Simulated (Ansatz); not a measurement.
Ta$_{5}$Si$_{3}$ (space group I4/mcm, No. 140)

Space group I4/mcm (No. 140); a = b = 6.5035 Å, c = 11.8140 Å, α = β = γ = 90.00°

```csv
atom,site,symmetry,x,y,z
Ta,16l,..m,0.3353,0.1647,0.1503
Ta,4c,4/m..,0.0000,0.0000,0.0000
Si,8h,m.2m,0.1302,0.3698,0.0000
Si,4a,422,0.0000,0.0000,0.2500
```
(The calculation used a cell of 16 atoms; values per cell refer to that cell.)

Method: PBEsol (Ansatz, a program for electronic structure; PAW; 420 eV plane waves; no spin-orbit coupling). Settings: 8×8×8 k-points, 0.05 eV Fermi–Dirac smearing.

| Quantity | Result |
|---|---|
| Volume per atom | 15.62 Å³ |
| Density | 13.15 g/cm³ |
| Band gap | zero |
| Total energy | -6362.793 eV/atom (σ→0; compares only within this code and set-up) |

Stability against distortions was not tested. All final runs are without spin polarisation.
